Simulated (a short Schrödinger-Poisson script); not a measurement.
System: MOS inversion layer, SiO2 on p-type Si(111), at 300 K.

From the gate side: 2.2 nm SiO2; 1400 nm Si, acceptors 8.8e16 cm⁻³.

The device is made up for the run: typed textbook-type constants, with dimensions and the other settings drawn at random. SiO2: permittivity 3.9, conduction-band edge (eV) 3.15, gap (eV) 9, electron mass (mₑ) 0.5. Si: permittivity 11.7, conduction-band edge (eV) 0, gap (eV) 1.124, Nv at 300 K (cm⁻³) 3.1e19.

Channel valleys (confinement mass, in-plane density-of-states mass, number): Δ6 0.258, 0.358, 6. At the gate the conduction-band edge of layer 1 lies 3.45 eV − eVg above the Fermi level of the channel; the field vanishes at the back. Gaps are held at their typed values at every temperature. Mesh 0.03 nm at interfaces.

From a short Schrödinger-Poisson script (our own, NumPy): 1D Poisson equation in equilibrium, electrons quantum, Hartree (BenDaniel-Duke, 12 states a valley, the channel's in-plane mass for all, wave functions ending at the dielectric), parabolic valleys, classical holes, full ionisation, no traps, pinning or gate leakage.

```csv
Vg (V),electrons (cm⁻²),C (μF/cm²),Δ6 E0 (meV from the Fermi level)
0.3,2.67e10,0.211,178.5
0.4,2.72e11,0.692,117.9
0.5,7.82e11,0.943,89.9
0.6,1.40e12,1.05,74.1
0.7,2.08e12,1.11,63.3
0.8,2.78e12,1.15,55.1
0.9,3.50e12,1.18,48.5
1,4.25e12,1.20,43.0
1.1,5.00e12,1.22,38.2
1.2,5.77e12,1.23,34.0
1.3,6.54e12,1.25,30.2
1.4,7.32e12,1.26,26.7
1.5,8.11e12,1.27,23.5
1.6,8.90e12,1.27,20.6
1.7,9.70e12,1.28,17.8
1.8,1.05e13,1.29,15.3
1.9,1.13e13,1.29,12.8
```

Gate voltages with under 1e9 electrons/cm² are left out.

Question: At Vg = 1.9 V the lowest Δ6 subband lies at 12.8 meV from the Fermi level. How many electrons does it hold, and what share of all?

Answer: The two-dimensional density of states is g m/(πħ²) = 8.97e11 cm⁻² meV⁻¹ (both spins), kT = 25.9 meV, so n = D kT ln(1 + exp(−E/kT)) = 1.10e13 cm⁻², 0.98 of the 1.13e13 cm⁻² in all.

Question: Compare the slope of the sheet density between 1.7 and 1.9 V with the geometric capacitance of the layers between gate and channel.

Answer: q Δn/ΔV = 1.28 μF/cm²; ε0/Σ(t/ε) = 1.57 μF/cm². The ratio is 0.82: the channel acts as a further capacitance in series.
